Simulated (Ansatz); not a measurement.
Start from CdTe in the zinc blende structure (space group F-43m, No. 216; a = 6.5578 Å).

Structures relaxed with plane-wave PAW DFT at the r2SCAN level (Ansatz, an electronic-structure program, 500 eV), scalar-relativistic without spin-orbit coupling.

Base:

Simulated powder pattern, Cu Kα1, λ = 1.54056 Å (kinematic, ideal powder, no thermal factors, no anomalous dispersion; the 8 strongest lines at most, above 2 %, up to 2θ = 90°):

```tsv
2θ (°)	I/Imax (%)	hkl
23.48	100	(111)
38.81	80	(220)
45.86	49	(311)
56.05	13	(400)
61.59	20	(331)
70.26	27	(422)
75.23	15	(333)
88.04	15	(531)
```

The change: an isotropic linear strain of +2.00 %, atoms relaxed at fixed cell.

After the change:

Simulated powder pattern, Cu Kα1, λ = 1.54056 Å (kinematic, ideal powder, no thermal factors, no anomalous dispersion; the 8 strongest lines at most, above 2 %, up to 2θ = 90°):

| 2θ (°) | I/Imax (%) | hkl |
|---|---|---|
| 23.01 | 100 | (111) |
| 38.02 | 80 | (220) |
| 44.91 | 50 | (311) |
| 54.86 | 13 | (400) |
| 60.26 | 20 | (331) |
| 68.69 | 27 | (422) |
| 73.51 | 15 | (511) |
| 85.89 | 15 | (531) |

The indices refer to the base's conventional cell; one index is shown for lines that coincide.

Whether these cells are dynamically stable was not tested.
